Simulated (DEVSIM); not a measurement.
Device: Schottky contact on n-type GaN, at 250 K.

```
layer (left to right)  material  thickness (μm)  Nd (cm⁻³)  τn (s)  τp (s)
---------------------  --------  --------------  ---------  ------  ------
1                           GaN            2.20     1.6e16  1.5e-9  1.5e-9
```

Left contact: Schottky, work function 5.57 eV, emission velocity 1.7e6 cm/s. Right contact: ohmic. Voltage is applied to the left contact. Recombination: SRH at mid-gap. Mobility is μmin + (μ − μmin)/(1 + (N/Nref)^α).

Constants are typed, rounded textbook-type inputs, not results; the design itself was drawn at random and stands for no fabricated device. Values at 300 K; Nc and Nv go as T^1.5, mobilities as T to minus their exponent, the gap by Varshni's rule with the affinity fixed.

```csv
parameter,GaN
gap (eV),3.43
affinity (eV),4.1
permittivity,9.5
Nc (cm⁻³),2.3e18
Nv (cm⁻³),4.6e19
μn (cm²/Vs),1200
μp (cm²/Vs),100
"μn,min",55
"μp,min",3
"Nref,n",2e17
"Nref,p",3e17
αn,1
αp,2
T exponent of μn,1.5
T exponent of μp,2
Varshni α (eV/K),0.00091
Varshni β (K),830
```

Model (solved in DEVSIM): 1D drift-diffusion, Boltzmann statistics, complete ionisation; no tunnelling, impact ionisation, image-force lowering or self-heating. Metal contacts follow the ideal Schottky-Mott rule: no Fermi-level pinning, no interface dipoles.

Question: Tabulate band edges, carrier densities and field at -10.0 V on the left contact.

Answer: Energies count from the Fermi level of the right contact; mesh points crowd at the junctions.

| x (μm) | Ec (eV) | Ev (eV) | n (cm⁻³) | p (cm⁻³) | field (V/cm) |
|---|---|---|---|---|---|
| 0.000 | 11.470 | 8.020 | < 1e2 | < 1e2 | -260000 |
| 0.009238 | 11.228 | 7.779 | < 1e2 | < 1e2 | -260000 |
| 0.02385 | 10.852 | 7.402 | < 1e2 | < 1e2 | -260000 |
| 0.04205 | 10.391 | 6.941 | < 1e2 | < 1e2 | -250000 |
| 0.07877 | 9.493 | 6.043 | < 1e2 | < 1e2 | -240000 |
| 0.1234 | 8.456 | 5.006 | < 1e2 | < 1e2 | -230000 |
| 0.1791 | 7.248 | 3.799 | < 1e2 | < 1e2 | -210000 |
| 0.2913 | 5.101 | 1.651 | < 1e2 | < 1e2 | -170000 |
| 0.4102 | 3.246 | -0.204 | < 1e2 | < 1e2 | -140000 |
| 0.5981 | 1.191 | -2.259 | < 1e2 | < 1e2 | -81000 |
| 0.8323 | 0.135 | -3.315 | 3.4e15 | < 1e2 | -11000 |
| 1.266 | 0.101 | -3.349 | 1.6e16 | < 1e2 | ≈ 0 |
| 1.555 | 0.101 | -3.349 | 1.6e16 | < 1e2 | ≈ 0 |
| 1.738 | 0.101 | -3.349 | 1.6e16 | < 1e2 | ≈ 0 |
| 1.911 | 0.101 | -3.349 | 1.6e16 | < 1e2 | ≈ 0 |
| 1.997 | 0.101 | -3.349 | 1.6e16 | < 1e2 | ≈ 0 |
| 2.066 | 0.101 | -3.349 | 1.6e16 | < 1e2 | ≈ 0 |
| 2.109 | 0.101 | -3.349 | 1.6e16 | < 1e2 | ≈ 0 |
| 2.150 | 0.101 | -3.349 | 1.6e16 | < 1e2 | ≈ 0 |
| 2.172 | 0.101 | -3.349 | 1.6e16 | < 1e2 | ≈ 0 |
| 2.187 | 0.101 | -3.349 | 1.6e16 | < 1e2 | ≈ 0 |
| 2.200 | 0.101 | -3.349 | 1.6e16 | < 1e2 | ≈ 0 |
